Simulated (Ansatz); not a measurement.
The starting structures come from a database of crystals and need not be the phases stable at ambient conditions.

The decay constant κ of evanescent states in the gap governs leakage through a thin film.

Input:

```yaml
crystal:
  lattice:
    - [8.03283, 0.00000, 0.00000]
    - [4.01642, 8.09799, 0.00000]
    - [0.00000, 3.98410, 6.97519]
  atoms:
    - { symbol: K, position: [0.25000, 0.50000, 0.25000] }
    - { symbol: K, position: [0.75000, 0.50000, 0.75000] }
    - { symbol: Sn, position: [0.82420, 0.00000, 0.32420] }
    - { symbol: Sn, position: [0.17580, 0.00000, 0.67580] }
    - { symbol: Sn, position: [0.67580, 0.00000, 0.82420] }
    - { symbol: Sn, position: [0.32420, 0.00000, 0.17580] }
    - { symbol: Cl, position: [0.03539, 0.26964, 0.19497] }
    - { symbol: Cl, position: [0.96461, 0.73036, 0.80503] }
    - { symbol: Cl, position: [0.53539, 0.26964, 0.03539] }
    - { symbol: Cl, position: [0.46461, 0.73036, 0.96461] }
    - { symbol: Cl, position: [0.69497, 0.26964, 0.53539] }
    - { symbol: Cl, position: [0.30503, 0.73036, 0.46461] }
    - { symbol: Cl, position: [0.19497, 0.26964, 0.69497] }
    - { symbol: Cl, position: [0.80503, 0.73036, 0.30503] }
    - { symbol: Cl, position: [0.00000, 0.00000, 0.00000] }
    - { symbol: Cl, position: [0.50000, 0.00000, 0.50000] }
```

Space group of this cell: I4/mcm. The cell is taken as given; by PBEsol its mean pressure is -0.9 GPa.

Transport runs along the normal of the first two printed cell vectors, the (101) plane of the conventional cell.

The gap is the functional's own, uncorrected, and κ follows it; spin-orbit coupling is left out. Mid-gap values are interpolated between the computed energies.

**Question.** Give the band gap and the smallest decay constant κ at mid-gap that PBEsol (Ansatz, a program for electronic structure) yields.

**Answer.** Gap 2.83 eV on a 6×6×6 mesh; κ = 0.300 1/Å, at the zone centre.
